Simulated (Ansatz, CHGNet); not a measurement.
For fluorite PtAl2, the machine-learned potential CHGNet 0.3.0 (trained on PBE and PBE+U data) gives:

equilibrium lattice constant a: 5.945 Å
formation enthalpy: -0.945 eV/atom

Task: What does r²SCAN-D4 (Ansatz, a first-principles code, PAW) give for the same quantities?

Result: 
- lattice constant a: 5.887 Å (falls by 1.0 %)
- formation enthalpy: -0.948 eV/atom (moves by -0.003 eV/atom)

For comparison: lattice constant a 5.91 Å (measured, temperature not stated, copied from a table, unchecked, not corrected to a static lattice; as tabulated in Crystal Structures 1, 239 (1963)).

Changes are worked out from the printed values.

Unless a cell is named, each level is at its own relaxed cell (CHGNet 0.3.0 17.51, r²SCAN-D4 17.01 Å³/atom).

Levels without +SOC leave out spin–orbit coupling, which shifts energies and cells of such heavy elements.

The crystal itself was run without spin with r²SCAN-D4; a magnetic state was not tried in these runs.

Ansatz's density-functional and Hartree–Fock values are scalar-relativistic unless marked +SOC, with PAW data made under PBE.
